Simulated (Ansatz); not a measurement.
Cubic perovskite BaHfO3, treated with LDA (Ansatz, an electronic-structure program, PAW).

Numerical settings: plane-wave cutoff 500 eV, 8×8×8 k mesh, gaussian smearing 0.02 eV, scalar-relativistic PAW data made under PBE.

Cell (relaxed at this level):

```xyz
5
Lattice="4.1216 0.0000 0.0000 0.0000 4.1216 0.0000 0.0000 0.0000 4.1216" Properties=species:S:1:pos:R:3 pbc="T T T"
Ba     0.0000     0.0000     0.0000
Hf     2.0608     2.0608     2.0608
O      2.0608     0.0000     2.0608
O      0.0000     2.0608     2.0608
O      2.0608     2.0608     0.0000
```

Question: What does this level give for the band gap?

Answer: 
- band gap = 3.57 eV (on the SCF k mesh)

Spin–orbit coupling is not included.

Computed values are for the static lattice.

Computing time: very roughly 30 core-seconds.
